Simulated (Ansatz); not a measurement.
Electronic density of states of amorphous Ga20La8S42, density 3.85 g/cm³, on a 2×2×2 Γ-centred mesh with a Gaussian width of 0.1 eV; energies count from the Fermi level, whose place inside the gap is arbitrary. Cell and mesh are small, so fine structure isn't converged. Level of theory: PBE-D3(BJ), scalar-relativistic without spin-orbit coupling (plane waves to 420 eV, PAW; Ansatz, a first-principles code). Sampling: a 2×2×2 Γ-centred mesh; Fermi-Dirac width 0.05 eV; no spin polarisation. At PBE the levels at the filled edge of the gap are localised (band-tail or defect states).

The cell was made by melting and quenching with the CHGNet potential and then relaxed with DFT. The hot cell started wider than the set density and was brought back towards it in steps. It is the lowest in DFT energy of 3 quenches. It is a model cell: composition and starting density were chosen by hand, and all elements were melted together. The geometry includes D3(BJ) dispersion. Its density started from a set value of 3.31 and ended at 3.85 g/cm³. The quench (nominally 66 K/ps over its main leg) was far faster than any real one, so the model tends to hold more defects than a real film. A cell of this size samples the disorder only roughly. Volume and shape were free in the relaxation.

```json
[
 {"E - EF (eV)": "-12.00", "states/(eV atom)": "0.50"},
 {"E - EF (eV)": "-11.90", "states/(eV atom)": "0.39"},
 {"E - EF (eV)": "-11.80", "states/(eV atom)": "0.22"},
 {"E - EF (eV)": "-11.70", "states/(eV atom)": "0.07"},
 {"E - EF (eV)": "-11.60", "states/(eV atom)": "0.01"},
 {"E - EF (eV)": "-11.50", "states/(eV atom)": "0.03"},
 {"E - EF (eV)": "-11.40", "states/(eV atom)": "0.13"},
 {"E - EF (eV)": "-11.30", "states/(eV atom)": "0.11"},
 {"E - EF (eV)": "-11.20", "states/(eV atom)": "0.02"},
 {"E - EF (eV)": "-11.10", "states/(eV atom)": "0.00"},
 {"E - EF (eV)": "-11.00", "states/(eV atom)": "0.00"},
 {"E - EF (eV)": "-10.90", "states/(eV atom)": "0.00"},
 {"E - EF (eV)": "-10.80", "states/(eV atom)": "0.00"},
 {"E - EF (eV)": "-10.70", "states/(eV atom)": "0.00"},
 {"E - EF (eV)": "-10.60", "states/(eV atom)": "0.00"},
 {"E - EF (eV)": "-10.50", "states/(eV atom)": "0.00"},
 {"E - EF (eV)": "-10.40", "states/(eV atom)": "0.00"},
 {"E - EF (eV)": "-10.30", "states/(eV atom)": "0.00"},
 {"E - EF (eV)": "-10.20", "states/(eV atom)": "0.00"},
 {"E - EF (eV)": "-10.10", "states/(eV atom)": "0.00"},
 {"E - EF (eV)": "-10.00", "states/(eV atom)": "0.00"},
 {"E - EF (eV)": "-9.90", "states/(eV atom)": "0.00"},
 {"E - EF (eV)": "-9.80", "states/(eV atom)": "0.00"},
 {"E - EF (eV)": "-9.70", "states/(eV atom)": "0.00"},
 {"E - EF (eV)": "-9.60", "states/(eV atom)": "0.00"},
 {"E - EF (eV)": "-9.50", "states/(eV atom)": "0.00"},
 {"E - EF (eV)": "-9.40", "states/(eV atom)": "0.00"},
 {"E - EF (eV)": "-9.30", "states/(eV atom)": "0.00"},
 {"E - EF (eV)": "-9.20", "states/(eV atom)": "0.00"},
 {"E - EF (eV)": "-9.10", "states/(eV atom)": "0.00"},
 {"E - EF (eV)": "-9.00", "states/(eV atom)": "0.00"},
 {"E - EF (eV)": "-8.90", "states/(eV atom)": "0.00"},
 {"E - EF (eV)": "-8.80", "states/(eV atom)": "0.00"},
 {"E - EF (eV)": "-8.70", "states/(eV atom)": "0.00"},
 {"E - EF (eV)": "-8.60", "states/(eV atom)": "0.00"},
 {"E - EF (eV)": "-8.50", "states/(eV atom)": "0.00"},
 {"E - EF (eV)": "-8.40", "states/(eV atom)": "0.00"},
 {"E - EF (eV)": "-8.30", "states/(eV atom)": "0.00"},
 {"E - EF (eV)": "-8.20", "states/(eV atom)": "0.01"},
 {"E - EF (eV)": "-8.10", "states/(eV atom)": "0.07"},
 {"E - EF (eV)": "-8.00", "states/(eV atom)": "0.13"},
 {"E - EF (eV)": "-7.90", "states/(eV atom)": "0.11"},
 {"E - EF (eV)": "-7.80", "states/(eV atom)": "0.16"},
 {"E - EF (eV)": "-7.70", "states/(eV atom)": "0.22"},
 {"E - EF (eV)": "-7.60", "states/(eV atom)": "0.25"},
 {"E - EF (eV)": "-7.50", "states/(eV atom)": "0.25"},
 {"E - EF (eV)": "-7.40", "states/(eV atom)": "0.25"},
 {"E - EF (eV)": "-7.30", "states/(eV atom)": "0.31"},
 {"E - EF (eV)": "-7.20", "states/(eV atom)": "0.32"},
 {"E - EF (eV)": "-7.10", "states/(eV atom)": "0.28"},
 {"E - EF (eV)": "-7.00", "states/(eV atom)": "0.31"},
 {"E - EF (eV)": "-6.90", "states/(eV atom)": "0.38"},
 {"E - EF (eV)": "-6.80", "states/(eV atom)": "0.32"},
 {"E - EF (eV)": "-6.70", "states/(eV atom)": "0.20"},
 {"E - EF (eV)": "-6.60", "states/(eV atom)": "0.23"},
 {"E - EF (eV)": "-6.50", "states/(eV atom)": "0.23"},
 {"E - EF (eV)": "-6.40", "states/(eV atom)": "0.21"},
 {"E - EF (eV)": "-6.30", "states/(eV atom)": "0.17"},
 {"E - EF (eV)": "-6.20", "states/(eV atom)": "0.18"},
 {"E - EF (eV)": "-6.10", "states/(eV atom)": "0.21"},
 {"E - EF (eV)": "-6.00", "states/(eV atom)": "0.17"},
 {"E - EF (eV)": "-5.90", "states/(eV atom)": "0.21"},
 {"E - EF (eV)": "-5.80", "states/(eV atom)": "0.25"},
 {"E - EF (eV)": "-5.70", "states/(eV atom)": "0.25"},
 {"E - EF (eV)": "-5.60", "states/(eV atom)": "0.22"},
 {"E - EF (eV)": "-5.50", "states/(eV atom)": "0.11"},
 {"E - EF (eV)": "-5.40", "states/(eV atom)": "0.13"},
 {"E - EF (eV)": "-5.30", "states/(eV atom)": "0.23"},
 {"E - EF (eV)": "-5.20", "states/(eV atom)": "0.30"},
 {"E - EF (eV)": "-5.10", "states/(eV atom)": "0.37"},
 {"E - EF (eV)": "-5.00", "states/(eV atom)": "0.47"},
 {"E - EF (eV)": "-4.90", "states/(eV atom)": "0.53"},
 {"E - EF (eV)": "-4.80", "states/(eV atom)": "0.57"},
 {"E - EF (eV)": "-4.70", "states/(eV atom)": "0.59"},
 {"E - EF (eV)": "-4.60", "states/(eV atom)": "0.59"},
 {"E - EF (eV)": "-4.50", "states/(eV atom)": "0.61"},
 {"E - EF (eV)": "-4.40", "states/(eV atom)": "0.63"},
 {"E - EF (eV)": "-4.30", "states/(eV atom)": "0.63"},
 {"E - EF (eV)": "-4.20", "states/(eV atom)": "0.60"},
 {"E - EF (eV)": "-4.10", "states/(eV atom)": "0.66"},
 {"E - EF (eV)": "-4.00", "states/(eV atom)": "0.70"},
 {"E - EF (eV)": "-3.90", "states/(eV atom)": "0.68"},
 {"E - EF (eV)": "-3.80", "states/(eV atom)": "0.68"},
 {"E - EF (eV)": "-3.70", "states/(eV atom)": "0.73"},
 {"E - EF (eV)": "-3.60", "states/(eV atom)": "0.77"},
 {"E - EF (eV)": "-3.50", "states/(eV atom)": "0.80"},
 {"E - EF (eV)": "-3.40", "states/(eV atom)": "0.84"},
 {"E - EF (eV)": "-3.30", "states/(eV atom)": "0.84"},
 {"E - EF (eV)": "-3.20", "states/(eV atom)": "0.88"},
 {"E - EF (eV)": "-3.10", "states/(eV atom)": "0.90"},
 {"E - EF (eV)": "-3.00", "states/(eV atom)": "0.90"},
 {"E - EF (eV)": "-2.90", "states/(eV atom)": "0.86"},
 {"E - EF (eV)": "-2.80", "states/(eV atom)": "0.84"},
 {"E - EF (eV)": "-2.70", "states/(eV atom)": "0.87"},
 {"E - EF (eV)": "-2.60", "states/(eV atom)": "0.95"},
 {"E - EF (eV)": "-2.50", "states/(eV atom)": "0.96"},
 {"E - EF (eV)": "-2.40", "states/(eV atom)": "0.93"},
 {"E - EF (eV)": "-2.30", "states/(eV atom)": "0.94"},
 {"E - EF (eV)": "-2.20", "states/(eV atom)": "0.90"},
 {"E - EF (eV)": "-2.10", "states/(eV atom)": "0.89"},
 {"E - EF (eV)": "-2.00", "states/(eV atom)": "0.86"},
 {"E - EF (eV)": "-1.90", "states/(eV atom)": "0.79"},
 {"E - EF (eV)": "-1.80", "states/(eV atom)": "0.73"},
 {"E - EF (eV)": "-1.70", "states/(eV atom)": "0.74"},
 {"E - EF (eV)": "-1.60", "states/(eV atom)": "0.78"},
 {"E - EF (eV)": "-1.50", "states/(eV atom)": "0.65"},
 {"E - EF (eV)": "-1.40", "states/(eV atom)": "0.49"},
 {"E - EF (eV)": "-1.30", "states/(eV atom)": "0.25"},
 {"E - EF (eV)": "-1.20", "states/(eV atom)": "0.08"},
 {"E - EF (eV)": "-1.10", "states/(eV atom)": "0.18"},
 {"E - EF (eV)": "-1.00", "states/(eV atom)": "0.32"},
 {"E - EF (eV)": "-0.90", "states/(eV atom)": "0.25"},
 {"E - EF (eV)": "-0.80", "states/(eV atom)": "0.07"},
 {"E - EF (eV)": "-0.70", "states/(eV atom)": "0.00"},
 {"E - EF (eV)": "-0.60", "states/(eV atom)": "0.00"},
 {"E - EF (eV)": "-0.50", "states/(eV atom)": "0.00"},
 {"E - EF (eV)": "-0.40", "states/(eV atom)": "0.00"},
 {"E - EF (eV)": "-0.30", "states/(eV atom)": "0.00"},
 {"E - EF (eV)": "-0.20", "states/(eV atom)": "0.00"},
 {"E - EF (eV)": "-0.10", "states/(eV atom)": "0.00"},
 {"E - EF (eV)": "0.00", "states/(eV atom)": "0.00"},
 {"E - EF (eV)": "0.10", "states/(eV atom)": "0.00"},
 {"E - EF (eV)": "0.20", "states/(eV atom)": "0.00"},
 {"E - EF (eV)": "0.30", "states/(eV atom)": "0.00"},
 {"E - EF (eV)": "0.40", "states/(eV atom)": "0.00"},
 {"E - EF (eV)": "0.50", "states/(eV atom)": "0.00"},
 {"E - EF (eV)": "0.60", "states/(eV atom)": "0.00"},
 {"E - EF (eV)": "0.70", "states/(eV atom)": "0.01"},
 {"E - EF (eV)": "0.80", "states/(eV atom)": "0.05"},
 {"E - EF (eV)": "0.90", "states/(eV atom)": "0.17"},
 {"E - EF (eV)": "1.00", "states/(eV atom)": "0.33"},
 {"E - EF (eV)": "1.10", "states/(eV atom)": "0.51"},
 {"E - EF (eV)": "1.20", "states/(eV atom)": "0.95"},
 {"E - EF (eV)": "1.30", "states/(eV atom)": "1.28"},
 {"E - EF (eV)": "1.40", "states/(eV atom)": "1.05"},
 {"E - EF (eV)": "1.50", "states/(eV atom)": "0.97"},
 {"E - EF (eV)": "1.60", "states/(eV atom)": "1.30"}
]
```

The level gap on this mesh is 1.72 eV; the broadening fills part of it in the curve.
